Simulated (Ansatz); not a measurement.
# Response to strain in CuAu

Base system: CuAu (space group P4/mmm, No. 123; a = 2.8694 Å, c = 3.6452 Å; relaxed with 0.1 eV smearing).

Strains are applied to the cell and any free atomic positions relax.

The values are results of PBE (Ansatz, a quantum-chemistry and plane-wave program), no SOC, not measurements.

Notes on the quantities. energy relative to the base: free energy F.

| isotropic strain (%) | energy relative to the base (meV/atom) |
|---|---|
| -2.5 | 41.5 |
| -2 | 25.9 |
| -1 | 6.2 |
| -0.5 | 1.5 |
| 0 | 0.0 |
| 0.5 | 1.4 |
| 1 | 5.7 |
| 2 | ? |
| 2.5 | 33.0 |

Fit ΔE = Aε² + Bε³ (ε in %) to the rows shown and predict the withheld row.

Least squares on the printed values gives A = 5.96 and B = -0.27 meV/atom (largest residual 0.1 meV/atom); this predicts 21.7 meV/atom, and the run gives 21.6 meV/atom, in agreement.

Whether these cells are dynamically stable was not tested. The final runs are not spin-polarised.
